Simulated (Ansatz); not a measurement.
**A self-consistent single point of MgCd (Pm-3m, 2 atoms in the cell) with Ansatz (a program for electronic structure)**

Method of the run: LDA (PW92), default PAW files made with PBE (plane waves; Ansatz).

Input:

Ansatz 0.2 input:
```yaml
# MgCd
crystal:
  lattice:
    - [3.490465, 0.000000, 0.000000]
    - [0.000000, 3.490465, 0.000000]
    - [0.000000, 0.000000, 3.490465]
  atoms:
    - { symbol: Mg, position_ang: [1.745232, 1.745232, 1.745232] }
    - { symbol: Cd, position_ang: [0.000000, 0.000000, 0.000000] }
basis:
  ecutwfc: 30.9 Ry
kpoints:
  mp_grid: { grid: [10, 10, 10] }
hamiltonian:
  xc: lda
  pseudopotentials: { kind: paw }
scf:
  occupations: { method: fermi_dirac, width: 0.0073 Ry }
output:
  forces: true
  eigenvalues: true
  stress: true
```

Output, abridged:

```
WARN ansatz: RAYON_NUM_THREADS=1 ignored (pool sized by the plan → 1); use --threads N
Pseudopotentials: kind: paw
Pseudopotential: Mg, paw, valence charge 10
Pseudopotential: Cd, paw, valence charge 20
Crystal: 2 atoms, lattice volume = 42.526 Å³
Basis set: ecut = 420.4159175005146 eV, 847 PW (Γ)
Bands: 19, of which v1, the nominal top of the filled ones, is band 15 counted from 1 (14 counted from 0)
Symmetry: 48 space group operations
Space group: Pm-3m (ITA 221), of the structure as read, at distance tolerance 3.5e-5 Å
k-points: 56 of 1000
PAW frozen core: Mg, regenerated for the run's functional, and the local potential with it
PAW frozen core: Cd, regenerated for the run's functional, and the local potential with it
Initial density: superposition of atomic densities (neutral atoms: chi_scale 0, normalization atom), corrected by the library's trained network
Initial wavefunctions: pseudopotential atomic-orbital guess
Eigensolver: davidson
Functional: x = slater, c = lda
SCF iter   1: F=—  HF=-10019.721439 eV  |F-HF|=—  |Δ(HF+E_count)|=         —  Δρ=8.08e-3  dr2=1.50e-2  ethr=1.77e-3  ⟨swp⟩=5.2  Hψ=4556  notcnv=0
all-band conjugate gradients solve this SCF's bands
preconditioner: auto → Kerker (q_TF=auto, 2.574 Å⁻¹)
SCF iter   2: F=—  HF=-10019.713943 eV  |F-HF|=—  |Δ(HF+E_count)|=   7.50e-3  Δρ=2.65e-3  dr2=1.25e-3  ethr=4.99e-5  ⟨swp⟩=2.0  Hψ=2271  notcnv=0
SCF iter   3: F=—  HF=-10019.713525 eV  |F-HF|=—  |Δ(HF+E_count)|=   4.18e-4  Δρ=8.34e-4  dr2=1.23e-4  ethr=4.18e-6  ⟨swp⟩=2.0  Hψ=1735  notcnv=0  defer=1
SCF iter   4: F=—  HF=-10019.713558 eV  |F-HF|=—  |Δ(HF+E_count)|=   3.31e-5  Δρ=1.72e-4  dr2=1.30e-5  ethr=4.09e-7  ⟨swp⟩=1.0  Hψ=1063  notcnv=0  defer=1
SCF iter   5: F=—  HF=-10019.713583 eV  |F-HF|=—  |Δ(HF+E_count)|=   2.53e-5  Δρ=5.37e-5  dr2=1.13e-6  ethr=4.33e-8  ⟨swp⟩=2.2  Hψ=1436  notcnv=0  defer=1
SCF iter   6: F=-10019.713583 eV  HF=-10019.713583 eV  |F-HF|=1.62e-8  |Δ(HF+E_count)|=   1.04e-7  Δρ=1.08e-5  dr2=3.07e-8  ethr=3.33e-10  ⟨swp⟩=2.7  Hψ=3952  notcnv=0
SCF 1 converged in 6 iterations: F = -10019.713583 eV  dr2 = 3.07e-8
SCF converged after 6 iterations
Free energy (F): -10019.713583 eV
Harris-Foulkes:  -10019.713583 eV  (|F-HF|=1.62e-8)
Internal energy: -10019.695848 eV  (E = F + TS)
E sigma→0 (E₀):  -10019.704716 eV
Entropy (-TS):   -0.017735 eV (-8.867 meV/atom)
Fermi energy:    10.397851 eV
--- Per-component energies (eV) ---
  E_band       = -789.975606
  E_kinetic    = 580.954008
  E_local      = -4774.873069  (includes V_loc(G=0)·N_el)
  E_nonlocal   = 134.881494
  E_hartree    = 2047.964890
  E_xc         = -204.796447
  E_vxc        = -259.451686  (∫ρ·V_xc dr)
  E_paw        = -4216.815471  (= ΣΔE_a)
  E_vpaw       = -567.425907  (= ΣTr[D̂ρ^β])
  E_aug_tail   = 0.000008  (compensation charges beyond the density's cutoff)
  E_ewald      = -3587.928310
  E_core_change = 0.917048  (= ΣΔE_core)
  E_smearing   = -0.017735  (= −TS)
  E_closure    = 0.000000  (closes the sum)
  Σ components = -10019.713583   (vs F -10019.713583, Δ=0.00e0)
--- Forces (eV/Å), atoms counted from 1 ---
  atom   1  Mg     0.00000000    -0.00000000     0.00000000
  atom   2  Cd    -0.00000000     0.00000000     0.00000000
  max |Σ_I F_I| component: 1.33e-28 eV/Å
--- Stress (GPa, compression-positive) ---
       -3.694056       0.000000       0.000000
        0.000000      -3.694056       0.000000
        0.000000       0.000000      -3.694056
  P = ⅓ Tr σ = -3.6941 GPa (-36.941 kbar)
  The stress holds the Pulay correction. Without it, at fixed plane waves, as pw.x and ABINIT print it: P = -3.7088 GPa
--- Band table (eV; the first three rows and the last of 56) ---
  k-point 0: bands = ["-92.3966", "-65.3334", "-53.5149", "-53.5149", "-53.5149", "-32.7564", "-32.7564", "-32.7564", "1.2030", "1.2030", "1.6660", "1.6660", "1.6660", "2.1410", "14.0625", "14.0625", "14.0625", "16.3257", "16.3257"]
  k-point 1: bands = ["-92.3966", "-65.3334", "-53.5153", "-53.5149", "-53.5149", "-32.7570", "-32.7564", "-32.7564", "1.2086", "1.2347", "1.6488", "1.6488", "1.6679", "2.2732", "12.6887", "14.2081", "14.2081", "16.3837", "16.9610"]
  k-point 2: bands = ["-92.3966", "-65.3333", "-53.5163", "-53.5148", "-53.5148", "-32.7585", "-32.7563", "-32.7563", "1.2231", "1.3090", "1.6042", "1.6042", "1.6730", "2.6811", "10.6941", "14.6335", "14.6335", "16.5519", "17.3560"]
  k-point 55: bands = ["-92.3962", "-65.3326", "-53.5183", "-53.5183", "-53.5183", "-32.7614", "-32.7614", "-32.7614", "1.2230", "1.2230", "1.2230", "1.9091", "1.9091", "11.1959", "11.1959", "11.1959", "11.5418", "13.0557", "13.0557"]
```

The run converged in 6 iterations.

The starting cell comes from a database of computed structures (which also holds hypothetical and non-ambient phases and stackings), without a prior relaxation at this level. Its lattice was rescaled by up to half a per cent. With a pressure of about -4 GPa the cell is away from its equilibrium volume at this level. Ansatz's pressure includes its estimate of the finite-basis (Pulay) stress.
